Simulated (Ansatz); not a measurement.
Point defect Se_N in zinc-blende BN

These are PBE, PAW (plane waves to 420 eV; Ansatz, an electronic-structure program) values and carry that method's errors. A 2×2×2 supercell of 64 sites was used; the energies come from a 2×2×2 shifted sampling of its zone. Site at the start: the N site. Energies of charged states are corrected for periodic images (point charge plus alignment at distant sites). Dielectric constants: PBE linear response of the host. Host gap at this level: 4.46 eV. A cell of this size leaves errors of a few tenths of an eV. PBE underestimates the host's gap, which shifts levels and can delocalise carriers. Spin–orbit coupling is left out. Each state is the lowest found from its start.

```csv
charge,moment (μB),largest move off a lattice site (Å),image correction with alignment (eV)
+1†,not spin-polarised,0.28,0.91
0*,1.0,0.30,–
−1*,not spin-polarised,0.32,–
```

* At this level the carrier isn't localised at the defect: at charge 0 electrons occupy the conduction band; at charge −1 electrons occupy the conduction band. Such a state is shallow or no state of the defect, and this cell gives it no level.

† Not settled in this cell, so no level is given: charge +1: a large or scattered potential alignment.

Flagged in the runs: a doubtful potential alignment.
